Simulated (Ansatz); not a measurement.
We consider CsCl-type AuCd, described by r²SCAN+rVV10 (plane waves, PAW; Ansatz, a first-principles code).

Numerical settings: plane-wave cutoff 560 eV, 16×16×16 k mesh, Fermi–Dirac smearing 0.05 eV, scalar-relativistic PAW data made under PBE.

Computed at the level's own relaxed cell.

Problem. Estimate the lattice constant a that the calculation returns.

Solution. 
* **lattice constant a**: 3.330 Å

The run finds no gap.

Spin–orbit coupling is not included; it can shift volumes and moduli of such heavy elements.

The result took roughly 2.2 core-minutes.
